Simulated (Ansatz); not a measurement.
Take KI in the rock salt structure (space group Fm-3m, No. 225; a = 7.006 Å) as the base. Axes: x, y, z lie along the cube axes.

Level of theory: Ansatz (an electronic-structure program) PBEsol, no spin-orbit coupling.

Base values:

| Property | Value |
|---|---|
| Valley order | Γ 3.87 eV; X along ⟨100⟩ 4.79 eV |
| Pressure | 0.01 GPa |

Perturbation: uniaxial strain ε_zz = +1.00 %, all other strain components held at zero; the atoms relax in the strained cell.

**Question.** What does the calculation give for the valley order and pressure after the change?

**Answer.** The valley order (the lowest conduction-band minima on the path, energy above the VBM, named in the base's zone) changes from Γ 3.87 eV; X along ⟨100⟩ 4.79 eV to Γ 3.85 eV; X along [100] 4.81 eV; X along [001] 4.81 eV; the pressure (mean of the normal stresses, compression positive) decreases by 0.115 GPa (0.01 GPa → -0.11 GPa).

Spin-orbit coupling, missing from the scalar runs, can matter with I. The levels and masses belong to the bands next to the band gap. Stability against distortions was not tested.
